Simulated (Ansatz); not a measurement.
System: As2O3 (Fd-3m, No. 227). Method: r²SCAN in Ansatz (PAW).

Run with plane-wave cutoff 600 eV, 6×6×6 k mesh, scalar-relativistic PAW data made under PBE.

Computed at the level's own relaxed cell.

Predict the Voigt–Reuss–Hill bulk modulus, polycrystal shear modulus (Hill average), Young modulus and Poisson ratio.


* **Voigt–Reuss–Hill bulk modulus**: 8.86 GPa
* **polycrystal shear modulus (Hill average)**: 7.97 GPa
* **Young modulus**: 18.4 GPa
* **Poisson ratio**: 0.154

Note: the relaxation could not lower the start's symmetry, so the cell can be a saddle point above a distorted one.

Elastic constants are with the ions relaxed.

The computed numbers hold no vibrational or temperature effects.

Cost on a shared machine: roughly 100 core-minutes.

Ansatz is an electronic-structure program.
